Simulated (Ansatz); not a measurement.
Consider NaCl in the rock salt structure (space group Fm-3m, No. 225; a = 5.608 Å). Axes: x, y, z lie along the cube axes.

The values are results of Ansatz (an electronic-structure program), r2SCAN, PAW, cutoff 500 eV, no SOC, not measurements.

Strains are applied to the cell and any free atomic positions relax; under biaxial strain the out-of-plane vector relaxes too; under stress the whole cell relaxes.

One change was made to it. Results:

```tsv
quantity	base	after
band gap	5.97 eV	6.04 eV
energy relative to the base (free energy F)	0 meV/atom	+3.9 meV/atom
```

Q: Which of these changes matches the shifts?
A. biaxial strain −2.54 %, plane normal [001], relaxed out of plane
B. uniaxial stress, 2 GPa compression along z
C. strain tensor (xx, yy, zz, yz, xz, xy) = (−0.50, −0.09, −0.04, +1.01, +0.12, +0.80) %
D. tensor shear ε_xy = −2.47 %
E. strain tensor (xx, yy, zz, yz, xz, xy) = (−1.18, +1.18, +0.23, −1.07, +0.38, −0.26) %

A: B, uniaxial stress, 2 GPa compression along z. For comparison, the band gap in the other runs: biaxial strain −2.54 %, plane normal [001], relaxed out of plane gives 6.14 eV; tensor shear ε_xy = −2.47 % gives 5.86 eV; strain tensor (xx, yy, zz, yz, xz, xy) = (−0.50, −0.09, −0.04, +1.01, +0.12, +0.80) % gives 5.95 eV; strain tensor (xx, yy, zz, yz, xz, xy) = (−1.18, +1.18, +0.23, −1.07, +0.38, −0.26) % gives 5.91 eV.

Beyond what the load breaks, stability against distortions was not tested.
